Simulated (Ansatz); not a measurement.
A hypothetical phase is included: elements placed on a structure type, which no database files for this compound.

**Evanescent states of BN (Fm-3m, rock salt, 2 atoms a cell, 5.3 Å³ an atom, 3 GPa at this level) along the normal of (001)**

Level of theory: r2SCAN (plane waves, PAW; Ansatz, a program for electronic structure).

The gap is the functional's own. No spin-orbit coupling. Mid-gap values are those at the computed energy nearest the middle.

Energies count from the valence-band top; κ is the least over a 12×12 mesh across the current.

```
E (eV)  κ (1/Å)  where
------  -------  -----
0.04      0.058  off Γ
0.12      0.100  off Γ
0.20      0.128  off Γ
0.28      0.151  off Γ
0.36        [?]  off Γ
0.44        [?]  off Γ
0.52        [?]  off Γ
0.60        [?]  off Γ
0.68        [?]  off Γ
0.76        [?]  off Γ
0.84        [?]  off Γ
0.92        [?]  off Γ
1.00        [?]  off Γ
1.08        [?]  off Γ
1.16      0.141  off Γ
1.24      0.116  off Γ
1.32      0.084  off Γ
1.40      0.023  off Γ
```

Q: Complete the blanks.

A: 
- 0.36, κ (1/Å): 0.170
- 0.44, κ (1/Å): 0.187
- 0.52, κ (1/Å): 0.203
- 0.60, κ (1/Å): 0.217
- 0.68, κ (1/Å): 0.229
- 0.76, κ (1/Å): 0.225
- 0.84, κ (1/Å): 0.211
- 0.92, κ (1/Å): 0.196
- 1.00, κ (1/Å): 0.180
- 1.08, κ (1/Å): 0.162
